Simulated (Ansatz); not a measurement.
# SrO: thickness series

Start from SrO in the rock salt structure (space group Fm-3m, No. 225).

```yaml
crystal:
  lattice:
    - [0.00000, 2.58012, 2.58012]
    - [2.58012, 0.00000, 2.58012]
    - [2.58012, 2.58012, 0.00000]
  atoms:
    - { symbol: O, position: [0.00000, 0.00000, 0.00000] }
    - { symbol: Sr, position: [0.50000, 0.50000, 0.50000] }
```

Cartesian axes are those of the cell as printed.

Free-standing slabs (2 atom(s) a layer) normal to the z axis with 15 Å of vacuum; in-plane cell held at bulk.

Method: Kohn–Sham DFT with the r2SCAN functional, run in Ansatz (a first-principles code) with PAW and 500 eV plane waves, no SOC, earlier PAW set.

Notes on the quantities. excess energy per area of both faces: slab less bulk energy over the cell's area: twice a surface energy.

```csv
variant,band gap,shortest interatomic distance,excess energy per area of both faces
base,3.80 eV,2.580 Å,–
1 layer,2.23 eV,2.580 Å,–
2 layers,2.61 eV,2.429 Å,1.19 J/m²
3 layers,…,2.501 Å,…
4 layers,2.90 eV,2.486 Å,1.24 J/m²
5 layers,2.95 eV,2.488 Å,1.25 J/m²
6 layers,…,2.489 Å,1.25 J/m²
7 layers,2.97 eV,2.489 Å,1.25 J/m²
```

Question: Some entries are withheld; estimate them.

Answer: 
- 3 layers, band gap: 2.86 eV
- 3 layers, excess energy per area of both faces: 1.27 J/m²
- 6 layers, band gap: 2.96 eV

Slab and bulk use different k-meshes, which limits the precision of the excess energy. No phonon test of stability was made.
